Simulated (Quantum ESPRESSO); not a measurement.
**Habitual settings against a tight run: Ru (P6_3/mmc, 2 atoms in the cell)**

Self-consistent single point.

```yaml
crystal:
  lattice:
    - [2.74601, 0.00000, 0.00000]
    - [-1.37301, 2.37812, 0.00000]
    - [0.00000, 0.00000, 4.32828]
  atoms:
    - { symbol: Ru, position: [0.33333, 0.66667, 0.25000] }
    - { symbol: Ru, position: [0.66667, 0.33333, 0.75000] }
```

Level of theory: PBE, GBRV 1.5 ultrasoft (PBE) pseudopotentials (plane waves; Quantum ESPRESSO).

Base settings: ecutwfc = 40 Ry; ecutrho = 320 Ry; occupations = smearing; smearing = gauss; degauss = 0.0099958 Ry; potentials = {Ru: ru_pbe_v1.2.uspp.F.UPF}; K_POINTS = automatic 11 11 6 0 0 0; conv_thr = 1e-11 Ry.

Tight run (finer mesh or higher cutoff; not a proven limit): ecutwfc: 40 Ry → 56 Ry; ecutrho: 320 Ry → 448 Ry; conv_thr: 1e-11 Ry → 7.3e-11 Ry; K_POINTS: automatic 11 11 6 0 0 0 → automatic 15 15 9 0 0 0. It gave Fermi level (on the code's own zero) 22.60 eV; pressure -8.19 GPa.

Quick runs, as changes from the base:
- A: the base itself
- B: ecutwfc: 40 Ry → 20 Ry; ecutrho: 320 Ry → 160 Ry; conv_thr: 1e-11 Ry → 7.3e-06 Ry; pseudopotentials: {Ru: ru_pbe_v1.2.uspp.F.UPF} → {Ru: ru_lda_v1.2.uspp.F.UPF}; K_POINTS: automatic 11 11 6 0 0 0 → automatic 2 2 2 1 1 1 [LDA (PZ)]
- C: ecutwfc: 40 Ry → 28 Ry; ecutrho: 320 Ry → 224 Ry; smearing: gauss → fd; pseudopotentials: {Ru: ru_pbe_v1.2.uspp.F.UPF} → {Ru: ru_lda_v1.2.uspp.F.UPF}; K_POINTS: automatic 11 11 6 0 0 0 → automatic 8 8 8 0 0 0 [LDA (PZ)]
- D: ecutwfc: 40 Ry → 24 Ry; ecutrho: 320 Ry → 192 Ry; K_POINTS: automatic 11 11 6 0 0 0 → automatic 1 1 1 1 1 1
- E: ecutwfc: 40 Ry → 24 Ry; ecutrho: 320 Ry → 192 Ry; smearing: gauss → fd; K_POINTS: automatic 11 11 6 0 0 0 → automatic 6 6 6 0 0 0
- F: ecutwfc: 40 Ry → 20 Ry; ecutrho: 320 Ry → 160 Ry; conv_thr: 1e-11 Ry → 7.3e-06 Ry; K_POINTS: automatic 11 11 6 0 0 0 → automatic 4 4 4 1 1 1

Energies are extrapolated to zero smearing width, which holds to low order in the width alone (under cold and Methfessel-Paxton smearing the free energy itself is taken).

Dashes: energy of B, C, another energy zero; pressure of B, F, not trusted under this conv_thr with d or f elements.

† marks runs with another functional, U, potentials or spin treatment: their distance from the tight run is not a convergence error alone.

The count of work is k-points × plane waves × bands × iterations; it is no time. 

The starting cell comes from a database of computed structures (which also holds hypothetical and non-ambient phases and stackings), without a prior relaxation at this level. Its lattice was rescaled by a random factor within 2.5 % of one. Spin polarisation is off. In the base run, with a pressure of about -8 GPa the cell is away from its equilibrium volume at this level.

```
run  energy less tight (meV/atom)  pressure less tight (GPa)  count of work / tight
---  ----------------------------  -------------------------  ---------------------
A                            11.0                       0.17                   0.31
B†                              –                          –                 0.0019
C†                              –                     -45.45                   0.13
D                          5759.9                    -119.63                 0.0029
E                          1731.1                    -123.32                  0.052
F                          6968.3                          –                  0.011
```

Among the runs at the tight run's level, the energy misses run from 11.0 to 6968.3 meV/atom.
